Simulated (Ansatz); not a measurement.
# CaO: energy against volume

CaO (rock salt, Fm-3m, 13.542 Å³/atom and stress up to 0.01 GPa in the relaxed cell, cube axes along x, y and z) under hydrostatic pressure, with the cell free. PBEsol in Ansatz, a plane-wave DFT program (PAW, default set), 420 eV, 12×12×12 Γ-centred mesh, Fermi-Dirac smearing 0.05 eV; ions are relaxed, or left where forces stay under 0.02 eV/Å, within the symmetry of each cell.

Here V stands for volume and E for E less E0.

| volume (Å³/atom) | E less E0 (meV/atom) | pressure (GPa) |
|---|---|---|
| 13.7871 | 1.58 | -2.00 |
| 13.6612 | 0.35 | -1.00 |
| 13.5418 | 0.00 | 0.00 |
| 13.5080 | 0.04 | 0.29 |
| 13.4626 | 0.13 | 0.68 |
| 13.3717 | 0.75 | 1.50 |
| 13.2125 | 2.99 | 3.00 |
| 13.0150 | 7.92 | 5.00 |
| 12.5803 | ? | ? |

The 8 complete rows are fitted with the third-order Birch-Murnaghan form, a cubic in V^(-2/3), E against V. With u = V^(-2/3) - 0.1769, the rows have u = -0.0029793, -0.0019123, -0.0008852, -0.0005918, -0.0001956, 0.0006043, 0.0020273, 0.0038329. Least squares gives E = 0.254 + 620.3·u + 358161·u² + 467743·u³. Residuals (row less fit): 0.007, -0.024, 0.015, 0.028, -0.016, -0.010, 0.003, 0.000; standard error 0.022 (degrees of freedom: 4). Its minimum lies at u = -0.0008674, so V0 = (0.1760326)^(-3/2) = 13.54. There d²E/du² = 713900 and d³E/du³ = 2806000, so B0 = (4/9) × 13.54^(-7/3) × 713900 × 0.160218 = 116 GPa (the last factor turns the table's units into GPa), and B0' = 4 + (2/3) × 0.1760326 × (2806000)/713900 = 4.5. B0' rests on the cubic coefficient alone and has a standard error of 1.0 from these residuals.

Predict the withheld E at V = 12.5803 from the fit, and compare with the calculation.

u = 0.0079727, so E = 0.254 + 620.3 × 0.0079727 + 358161 × 0.0079727² + 467743 × 0.0079727³ = 28.203 meV/atom. The calculation gives 28.03 meV/atom, 0.173 meV/atom below the prediction (0.6 % of the range of E in the table). The row lies outside the fitted rows, so this is an extrapolation. From the scatter of the fitted rows alone, a prediction at this place has a standard error of 0.398 meV/atom, so the miss is 0.4 times that.

Other structures, which can take over under pressure, weren't tried. The same form fitted to the pressure column gives B0' = 4.4; series where the two differ by over 0.4 aren't shown. Rows are the converged runs of the series near zero and its far end, less any whose ions stayed unrelaxed beside relaxed ones; series whose fitted rows scatter by over a few per cent of the range, as at a crossing or softening among them, aren't shown in this form.
